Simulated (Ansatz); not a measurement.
Base system: BaTiO3 (space group P4mm, No. 99; a = 3.973 Å, c = 4.112 Å).

Method: r2SCAN, PAW, 500 eV (Ansatz, a program for electronic structure; spin-orbit coupling left out), earlier PAW set.

Carriers are added at fixed cell with a uniform background; the Fermi–Dirac width is that of 300 K.

One change was made to it. Results:

The Fermi level relative to the doped band's edge (positive inside the band; to 0.05 eV) is +0.35 eV; the largest internal atomic displacement amounts to 0.015 Å; the gap between the host's bands rises by 0.332 eV to 2.57 eV; the gap character remains indirect, A → Γ.

What was done to the base?
A) electrons 1.0×10^22 cm⁻³
B) electrons 3.0×10^21 cm⁻³
C) holes 1.0×10^22 cm⁻³
D) electrons 2.0×10^22 cm⁻³

C, holes 1.0×10^22 cm⁻³. For comparison, the gap between the host's bands in the other runs: electrons 1.0×10^22 cm⁻³ gives 2.91 eV; electrons 2.0×10^22 cm⁻³ gives 3.63 eV; electrons 3.0×10^21 cm⁻³ gives 2.42 eV.

Carriers are added with a uniform compensating background; total energy and stress of such cells depend on the potential's zero and are not compared; many-body gap narrowing is missing at this level. No phonon test of stability was made. All final runs are without spin polarisation. k-point labels follow each cell's own Brillouin zone.
